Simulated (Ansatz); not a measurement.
# ZrSnTe under a change: Sn → Hg

Start from ZrSnTe (space group P4/nmm, No. 129; a = 4.044 Å, c = 8.678 Å; a cell from a computed database, its experimental status unchecked).

Now apply this change: Hg takes the place of Sn on all its sites; the structure is relaxed again.

The values are results of Ansatz (a quantum-chemistry and plane-wave program), PBEsol, PAW, cutoff 420 eV, no spin-orbit coupling, not measurements. Settings: 12×12×6 k-points, 0.05 eV Fermi–Dirac smearing.

The volume per atom decreases by 0.701 Å³ (23.66 Å³ → 22.95 Å³) and the lattice parameter a decreases by 0.041 Å (4.044 Å → 4.003 Å). The c/a ratio hardly moves (2.146 against 2.148) and the space group remains P4/nmm (No. 129). The shortest interatomic distance drops by 0.0293 Å to 2.830 Å and the band gap remains zero.

Final structure:

```
ZrHgTe
1.0
    4.00277     0.00000     0.00000
    0.00000     4.00277     0.00000
    0.00000     0.00000     8.59599
Zr Hg Te
2 2 2
Direct
  0.50000   0.00000   0.27019
  0.00000   0.50000   0.72981
  0.00000   0.00000   0.00000
  0.50000   0.50000   0.00000
  0.50000   0.00000   0.62419
  0.00000   0.50000   0.37581
```

Cost of the whole job for the changed cell (relaxation, final SCF and bands): very roughly 6 core-minutes.

Spin-orbit coupling, missing from the scalar runs, can matter with Te. Stability against distortions was not tested. As relaxed here, ZrHgTe is a hypothetical phase, not in the database extracts checked. All final runs are without spin polarisation. ZrHgTe has a high density of states at the Fermi level and may be magnetic at this level. The zero or small gap of ZrSnTe can change with the level of theory.
